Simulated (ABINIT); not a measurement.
Input and output of a self-consistent single point for Cu (Fm-3m, 1 atom in the cell) (ABINIT)

Method of the run: PBE, PAW (JTH v2.0 PBE PAW) (plane waves; ABINIT).

The input file:

```
# Cu, JTH v2.0 PBE PAW
pp_dirpath "./"
pseudos "Cu.GGA_PBE-JTH.xml"
acell 3*1.0
rprim
        -0.0000000000    3.4211885219    3.4211885219
         3.4211885219    0.0000000000    3.4211885219
         3.4211885219    3.4211885219   -0.0000000000
natom 1
ntypat 1
znucl 29
typat 1
xcart    0.0000000000    0.0000000000    0.0000000000
ecut 60 Ry
pawecutdg 120 Ry
ixc 11
occopt 7
tsmear 0.00367493
nband 15
kptopt 1
ngkpt 8 8 8
nshiftk 1
shiftk 0 0 0
nstep 80
toldfe 1.0e-09
prtwf 0
prtden 0
prtvol 1
enunit 1
```

Output, abridged:

```
 Symmetries : space group Fm -3 m (#225); Bravais cF (face-center cubic)

 -outvars: echo values of preprocessed input variables --------
            acell      1.0000000000E+00  1.0000000000E+00  1.0000000000E+00 Bohr
             ecut      3.00000000E+01 Hartree
           enunit           1
              ixc          11
         kptrlatt        8    0    0      0    8    0      0    0    8
          kptrlen      3.87063297E+01
            natom           1
            nband          15
            ngfft          24      24      24
          ngfftdg          36      36      36
             nkpt          29
            nstep          80
             nsym          48
           ntypat           1
           occopt           7
        pawecutdg      6.00000000E+01 Hartree
            rprim     -0.0000000000E+00  3.4211885219E+00  3.4211885219E+00
                       3.4211885219E+00  0.0000000000E+00  3.4211885219E+00
                       3.4211885219E+00  3.4211885219E+00 -0.0000000000E+00
          spgroup         225
           toldfe      1.00000000E-09 Hartree
           tsmear      3.67493000E-03 Hartree
            typat      1
           useylm           1
            znucl       29.00000

== DATASET  1 ==================================================================

 Exchange-correlation functional for the present dataset will be:
  GGA: Perdew-Burke-Ernzerhof functional - ixc=11
 Citation for XC functional:
  J.P.Perdew, K.Burke, M.Ernzerhof, PRL 77, 3865 (1996)

 Real(R)+Recip(G) space primitive vectors, cartesian coordinates (Bohr,Bohr^-1):
 R(1)=  0.0000000  3.4211885  3.4211885  G(1)= -0.1461480  0.1461480  0.1461480
 R(2)=  3.4211885  0.0000000  3.4211885  G(2)=  0.1461480 -0.1461480  0.1461480
 R(3)=  3.4211885  3.4211885  0.0000000  G(3)=  0.1461480  0.1461480 -0.1461480
 Unit cell volume ucvol=  8.0086814E+01 bohr^3
 Angles (23,13,12)=  6.00000000E+01  6.00000000E+01  6.00000000E+01 degrees

 Coarse grid specifications (used for wave-functions):

 getcut: wavevector=  0.0000  0.0000  0.0000  ngfft=  24  24  24
         ecut(hartree)=     30.000   => boxcut(ratio)=   2.01184

 Fine grid specifications (used for densities):

 getcut: wavevector=  0.0000  0.0000  0.0000  ngfft=  36  36  36
         ecut(hartree)=     60.000   => boxcut(ratio)=   2.13388

   7.07019918E+02                                ecore*ucvol(ha*bohr**3)

_setup2: Arith. and geom. avg. npw (full set) are     628.193     628.159

--- !BeginCycle
solver: {iscf: 17, nstep: 80, nline: 4, wfoptalg: 10, }
tolerances: {toldfe: 1.00E-09, }
...

     iter   Etot(hartree)      deltaE(h)  residm     nres2
 ETOT  1  -193.82960726434    -1.938E+02 5.831E+01 3.445E+01
 ETOT  2  -198.40913948010    -4.580E+00 2.003E-01 3.042E+02
 ETOT  3  -198.07148320824     3.377E-01 8.918E-02 5.816E+01
 ETOT  4  -197.97005407153     1.014E-01 4.552E-02 2.466E+00
 ETOT  5  -197.96687537179     3.179E-03 2.417E-02 1.586E+00
 ETOT  6  -197.96543402051     1.441E-03 2.205E-03 9.860E-01
   [... 7 lines left out ...]
 ETOT 14  -197.96283424033    -6.945E-08 8.259E-05 6.376E-05
 ETOT 15  -197.96283417927     6.106E-08 1.462E-05 6.371E-06
 ETOT 16  -197.96283417466     4.609E-09 2.186E-05 4.371E-08
 ETOT 17  -197.96283417476    -9.564E-11 3.988E-06 1.121E-09
 ETOT 18  -197.96283417476    -1.705E-13 5.618E-06 1.978E-09

 At SCF step   18, etot is converged :
  for the second time, diff in etot=  1.705E-13 < toldfe=  1.000E-09

 Cartesian components of stress tensor (hartree/bohr^3)
  sigma(1 1)= -4.17173864E-05  sigma(3 2)=  0.00000000E+00
  sigma(2 2)= -4.17173864E-05  sigma(3 1)=  0.00000000E+00
  sigma(3 3)= -4.17173864E-05  sigma(2 1)=  0.00000000E+00

 ----iterations are completed or convergence reached----

 reduced coordinates (array xred) for    1 atoms
       0.000000000000      0.000000000000      0.000000000000
 cartesian forces (eV/Angstrom) at end:
    1     -0.00000000000000    -0.00000000000000    -0.00000000000000
 frms,max,avg= 0.0000000E+00 0.0000000E+00   0.000E+00  0.000E+00  0.000E+00 e/A
 length scales=  1.000000000000  1.000000000000  1.000000000000 bohr
              =  0.529177208590  0.529177208590  0.529177208590 angstroms
 Fermi (or HOMO) energy (eV) =   6.98253   Average Vxc (eV)= -11.98144
 Eigenvalues (   eV  ) for nkpt=  29  k points:
 kpt#   1, nband= 15, wtk=  0.00195, kpt=  0.0000  0.0000  0.0000 (reduced coord)
-105.53888  -62.85017  -62.85017  -62.85017   -2.31324    4.06810    4.06810    4.06810
   4.90078    4.90078   29.82371   32.27962   32.27962   32.27962   34.62113
 prteigrs : prtvol=0 or 1, do not print more k-points.

--- !EnergyTerms
comment             : Components of total free energy in Hartree
kinetic             :  1.09676742181421E+01
hartree             :  4.13917410169539E+01
xc                  : -2.74130899264056E+00
Ewald energy        : -1.20947384085976E+02
psp_core            :  8.82816891835406E+00
local_psp           : -1.03207112529950E+02
spherical_terms     : -3.22544872724646E+01
internal            : -1.97962708727581E+02
'-kT*entropy'       : -1.17463382299641E-04
total_energy        : -1.97962826190963E+02
total_energy_eV     : -5.38684245349276E+03
...

-Cartesian components of stress tensor (GPa)         [Pressure=  1.2274E+00 GPa]
- sigma(1 1)= -1.22736768E+00  sigma(3 2)=  0.00000000E+00
- sigma(2 2)= -1.22736768E+00  sigma(3 1)=  0.00000000E+00
- sigma(3 3)= -1.22736768E+00  sigma(2 1)=  0.00000000E+00

 Calculation completed.
```

The run converged in 18 iterations.

The starting cell has typed, rounded lattice constants, without a prior relaxation at this level. Its lattice was rescaled by up to half a per cent. Spin polarisation is off.

These are the values that this program gave, and no reference: the one-centre exchange-correlation terms come from a truncated expansion.
